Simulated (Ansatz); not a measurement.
The reference is CdSe in the zinc blende structure (space group F-43m, No. 216; a = 6.1333 Å).

Perturbation: a hydrostatic pressure of 15 GPa.

Levels (all Ansatz, a program for electronic structure, PAW): r2SCAN (500 eV, no SOC); HSE06+SOC (420 eV, with spin-orbit coupling).

The geometry is relaxed with r2SCAN.

| Quantity | Value |
|---|---|
| r2SCAN valence-band top at Γ | 0.00, 0.00, 0.00 eV |
| r2SCAN lowest conduction level above the VBM at special points | Γ 1.44 eV; L 3.06 eV; X 3.13 eV |

What does HSE06+SOC give at this geometry for the valence-band top at Γ and lowest conduction level above the VBM at special points?

The valence-band top at Γ (three highest Kramers pairs, from the VBM) becomes 0.00, 0.00, -0.41 eV (r2SCAN: 0.00, 0.00, 0.00 eV); the lowest conduction level above the VBM at special points goes from Γ 1.44 eV; L 3.06 eV; X 3.13 eV to Γ 1.78 eV; L 3.44 eV; X 3.46 eV. The threefold valence maximum splits by Δso ≈ 0.41 eV.

Single points use the geometry relaxed with r2SCAN. Their cutoffs differ, which shifts pressures a little. The spin-orbit shifts are approximate. The levels and masses belong to the bands next to the band gap. Load acts through the strain it causes; cell and atoms are relaxed under it. No phonon test of stability was made. Tetrahedral semiconductors of this kind turn to denser phases somewhere between about 1 and 50 GPa; those were not computed, so compressed cells here can lie past the real transition.
